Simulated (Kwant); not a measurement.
Model system: armchair graphene ribbon with Haldane second-neighbour hopping. 36 dimer lines, bond 0.142 nm, hopping 2.7 eV, scattering region 9 nm long; sites with one neighbour are removed; energy swept from -1.72 to 1.72 eV from the neutrality point. Staggered potential ±Δ on the two sublattices, Δ = 0.72 eV. Second-neighbour term iλ/(3√3) ν with λ = 0.5 eV, a model term that the material doesn't have.

Constants are typed, rounded textbook-type inputs, not results; the design itself was drawn at random and stands for no fabricated device.

Computed with Kwant: nearest-neighbour tight-binding model of a honeycomb sheet with an imaginary second-neighbour term, one spin, coherent transport at 0 K. Conductance is in e²/h.

Task: Is the sheet in its topological phase, how wide is its bulk gap, and what conductance is due inside it?

Result: At the two valleys the masses are λ ± Δ = 1.22 and -0.220 eV; the bulk gap is 2|λ − Δ| = 0.440 eV. λ < Δ, so the phase is trivial, and the gap gives G = 0. Simulated at 0.115 eV: 0 e²/h.
